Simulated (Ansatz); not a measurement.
# Element substitutions in hypothetical zinc blende KCl

Base system: KCl in the zinc blende structure (space group F-43m, No. 216; a hypothetical phase, not in the database extracts checked).

```
CELL_PARAMETERS angstrom
      0.00000     3.53444     3.53444
      3.53444     0.00000     3.53444
      3.53444     3.53444     0.00000
ATOMIC_POSITIONS crystal
  Cl 0.75000 0.75000 0.75000
  K  0.00000 0.00000 0.00000
```

Each row replaces one element on all its sites; cell and atoms are relaxed.

Levels (all Ansatz, a first-principles code, PAW): PBE (420 eV, no SOC); PBEsol (420 eV, no SOC).

The base cell above is that of PBE; each level relaxes its own structures.

| case | band gap, PBE | band gap, PBEsol |
|---|---|---|
| K → Li | 5.96 eV | (withheld) |
| K → Cs | 4.33 eV | 4.48 eV |
| Cl → Br | 4.24 eV | 4.34 eV |
| Cl → I | 3.90 eV | (withheld) |

Task: Some entries are withheld; estimate them.

Result: 
- K → Li, band gap, PBEsol: 5.88 eV
- Cl → I, band gap, PBEsol: 3.97 eV

The two levels differ by at most about 0.15 eV. They put the cases in the same order.

Spin-orbit coupling, missing from the scalar runs, can matter with I. No phonon test of stability was made. As relaxed here, LiCl, CsCl, KBr and KI are hypothetical phases, not in the database extracts checked.
